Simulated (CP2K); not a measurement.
Band structure of RbCl (Fm-3m, 2 atoms in the cell).

```
CELL_PARAMETERS angstrom
      4.65276     0.00000     0.00000
      2.32638     4.02941     0.00000
      2.32638     1.34314     3.79896
ATOMIC_POSITIONS crystal
  Rb 0.00000 0.00000 0.00000
  Cl 0.50000 0.50000 0.50000
```

Method of the run: PBE, GPW, DZVP-MOLOPT-PBE-GTH basis, GTH-PBE potentials (POTENTIAL_UZH) in CP2K.

Settings: CUTOFF = 500 Ry; REL_CUTOFF = 40 Ry; SMEAR/METHOD = FERMI_DIRAC; ELECTRONIC_TEMPERATURE = 580.23 K; KPOINTS/SCHEME = MONKHORST-PACK 9 9 9; XC_FUNCTIONAL = PBE; Rb/BASIS_SET = DZVP-MOLOPT-PBE-GTH-q9; Rb/POTENTIAL = GTH-PBE-q9; Cl/BASIS_SET = DZVP-MOLOPT-PBE-GTH-q7; Cl/POTENTIAL = GTH-PBE-q7; METHOD = GPW; EPS_DEFAULT = 1e-10; EXTRAPOLATION = USE_GUESS; NGRIDS = 5.

The starting cell has typed, rounded lattice constants, without a prior relaxation at this level. Values carry the incompleteness of an atom-centred basis.

Predict the gap along the standard path and the places of the band edges.

The gap along the path is 4.95 eV, direct at Γ to within 0.01 eV.

Levels in eV from the top of the valence band on the SCF mesh, bands 5 to 9:
```csv
point,5,6,7,8,9
Γ,-8.04,0.00,0.00,0.00,4.95
X,-8.14,-0.33,-0.11,-0.11,6.31
W,-8.03,-0.45,-0.25,-0.25,7.89
K,-8.09,-0.41,-0.29,-0.23,7.15
L,-8.01,-0.88,-0.35,-0.35,7.90
U,-8.09,-0.41,-0.29,-0.23,7.15
```

Higher empty bands are left out: an atom-centred basis made for the valence describes them poorly.
